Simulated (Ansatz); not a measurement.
Relaxation of the atoms of SiNi (Fm-3m, 2 atoms in the cell) at several settings

```xyz
2
Lattice="0.0000 2.4758 2.4758 2.4758 0.0000 2.4758 2.4758 2.4758 0.0000" Properties=species:S:1:pos:R:3 pbc="T T T"
Si     0.0000     0.0000     0.0000
Ni     2.4758     2.4758     2.4758
```
Moments meant for the start (each program seeds them in its own way; μB, in the order of the atoms Si Ni): 0.0 2.0.

Base: LDA (PW92), default PAW files made with PBE (Ansatz, a quantum-chemistry and plane-wave program). Its settings: basis.ecutwfc = 420 eV; kpoints.mp_grid.grid = 9 9 9; hamiltonian.xc = lda; hamiltonian.pseudopotentials = {kind: paw} (the program's default PAW files); magnetization.spin_polarized = true; scf.occupations.method = methfessel_paxton; scf.occupations.width = 0.05 eV. Starting volume 15.18 Å³ per atom.

Each line gives the change from the base single point and the result:

- atoms moved at random; relax: default → atoms; relax.f_tol: default → 0.1 eV/Å: pressure -20.60 GPa; largest force (vector length) 0.028 eV/Å; relaxation steps 2; free energy against the base single point 0.5 meV/atom.
- atoms moved at random; relax: default → atoms; relax.f_tol: default → 0.005 eV/Å: pressure -20.81 GPa; largest force (vector length) 0.003 eV/Å; relaxation steps 3; free energy against the base single point 0.0 meV/atom.

The starting cell was generated: these elements placed on a structure prototype, without a prior relaxation; it need not be a known phase or ordering of this composition. The starting moments vanished: the run ended non-magnetic, which need not be the lowest state. The program warned that a starting moment was not kept. Ansatz's pressure includes its estimate of the finite-basis (Pulay) stress.

Left out of this page: 1 run of the series outside the window shown, repeating another row's setting, or not comparable.

Keys are those of Ansatz 0.2.
